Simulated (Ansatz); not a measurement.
Base system: Ir in the fcc (Cu type) structure (space group Fm-3m, No. 225; a = 3.846 Å; relaxed with 0.1 eV smearing).

Calculations: r2SCAN (Ansatz, a program for electronic structure), scalar-relativistic without spin-orbit coupling, earlier PAW set.

Base values:

| Item | Value |
|---|---|
| Pressure | 0.0 GPa |

Modification: the cell is scaled by 0.9899 in all directions; the atoms relax in the strained cell.

### Question
How does this affect the pressure and energy relative to the base?

### Answer
The pressure goes from zero to 12.4 GPa; the energy increases by 16 meV/atom.

No phonon test of stability was made. All final runs are without spin polarisation.
